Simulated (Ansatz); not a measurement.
The reference is SiC (space group P6_3mc, No. 186; a = 3.0776 Å, c = 10.0763 Å).

Calculations: DFT with r2SCAN, PAW potentials and a 500 eV plane-wave cutoff in Ansatz (a program for electronic structure), no spin-orbit coupling.

For the base:

| Quantity | Value |
|---|---|
| Width of the top valence band | 2.55 eV |
| Valley order | M (1/2, 0, 0) 2.60 eV; H (1/3, 1/3, 1/2) 3.67 eV |
| Lattice parameter a | 3.078 Å |
| Valence-band top at Γ | 0.00, 0.00, -0.05 eV |

Perturbation: cell and atoms relaxed at a pressure of 4.5 GPa.

Problem. What happens to the width of the top valence band, valley order, lattice parameter a and valence-band top at Γ?

Solution. The width of the top valence band goes up by 0.03 eV, from 2.55 eV to 2.58 eV; the valley order (the lowest conduction-band minima on the path, energy above the VBM, named in the base's zone) becomes M (1/2, 0, 0) 2.61 eV; H (1/3, 1/3, 1/2) 3.68 eV (base: M (1/2, 0, 0) 2.60 eV; H (1/3, 1/3, 1/2) 3.67 eV); the lattice parameter a shrinks by 0.0194 Å, from 3.078 Å to 3.058 Å; the valence-band top at Γ (three highest levels, from the VBM) stays 0.00, 0.00, -0.05 eV.

The levels and masses belong to the bands next to the band gap. Load acts through the strain it causes; cell and atoms are relaxed under it. Stability against distortions was not tested.
